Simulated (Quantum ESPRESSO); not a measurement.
**Quick settings and what they miss: Ba (Im-3m, 1 atom in the cell)**

Self-consistent single point.

```yaml
crystal:
  lattice:
    - [-2.45679, 2.45679, 2.45679]
    - [2.45679, -2.45679, 2.45679]
    - [2.45679, 2.45679, -2.45679]
  atoms:
    - { symbol: Ba, position: [0.00000, 0.00000, 0.00000] }
```

Computed with PBE, SSSP 1.1.2 efficiency (PBE) pseudopotentials (plane waves; Quantum ESPRESSO).

Base settings: ecutwfc = 45 Ry; ecutrho = 360 Ry; occupations = smearing; smearing = marzari-vanderbilt; degauss = 0.0073499 Ry; potentials = {Ba: Ba.pbe-spn-kjpaw_psl.1.0.0.UPF}; K_POINTS = automatic 7 7 7 0 0 0; conv_thr = 1e-10 Ry; mixing_beta = 0.7.

Tight run (finer mesh or higher cutoff; not a proven limit): ecutwfc: 45 Ry → 63 Ry; ecutrho: 360 Ry → 504 Ry; conv_thr: 1e-10 Ry → 7.3e-11 Ry; K_POINTS: automatic 7 7 7 0 0 0 → automatic 10 10 10 0 0 0. It gave Fermi level (on the code's own zero) 6.29 eV; pressure 0.65 GPa.

Quick runs, as changes from the base:
- A: the base itself
- B: ecutwfc: 45 Ry → 20 Ry; ecutrho: 360 Ry → 100 Ry; pseudopotentials: {Ba: Ba.pbe-spn-kjpaw_psl.1.0.0.UPF} → {Ba: ba_lda_v1.uspp.F.UPF}; K_POINTS: automatic 7 7 7 0 0 0 → automatic 4 4 4 0 0 0 [LDA (PZ)]
- C: ecutwfc: 45 Ry → 27 Ry; ecutrho: 360 Ry → 216 Ry; smearing: marzari-vanderbilt → fermi-dirac; degauss: 0.0073499 Ry → 0.019992 Ry; conv_thr: 1e-10 Ry → 7.3e-06 Ry; K_POINTS: automatic 7 7 7 0 0 0 → automatic 3 3 3 0 0 0
- D: ecutwfc: 45 Ry → 28 Ry; ecutrho: 360 Ry → 140 Ry; smearing: marzari-vanderbilt → fermi-dirac; degauss: 0.0073499 Ry → 0.019992 Ry; conv_thr: 1e-10 Ry → 7.3e-06 Ry; pseudopotentials: {Ba: Ba.pbe-spn-kjpaw_psl.1.0.0.UPF} → {Ba: ba_lda_v1.uspp.F.UPF}; K_POINTS: automatic 7 7 7 0 0 0 → automatic 4 4 4 0 0 0 [LDA (PZ)]
- E: ecutwfc: 45 Ry → 31 Ry; ecutrho: 360 Ry → 248 Ry; K_POINTS: automatic 7 7 7 0 0 0 → automatic 8 8 8 0 0 0
- F: ecutwfc: 45 Ry → 22 Ry; ecutrho: 360 Ry → 176 Ry; K_POINTS: automatic 7 7 7 0 0 0 → automatic 8 8 8 0 0 0

Energies are extrapolated to zero smearing width, which holds to low order in the width alone (under cold and Methfessel-Paxton smearing the free energy itself is taken).

Dashes: energy of B, D, another energy zero.

† marks runs with another functional, U, potentials or spin treatment: their distance from the tight run is not a convergence error alone.

The count of work is k-points × plane waves × bands × iterations; it is no time. 

The starting cell has typed, rounded lattice constants, without a prior relaxation at this level. Its lattice was rescaled by a random factor within 2.5 % of one.

```tsv
run	energy less tight (meV/atom)	pressure less tight (GPa)	count of work / tight
A	10.0	0.08	0.17
B†	–	-1.99	0.018
C	62.7	-0.14	0.0060
D†	–	-1.21	0.013
E	-0.1	-0.08	0.16
F	5.5	-0.06	0.086
```

Among the runs at the tight run's level, the energy misses run from 0.1 to 62.7 meV/atom.
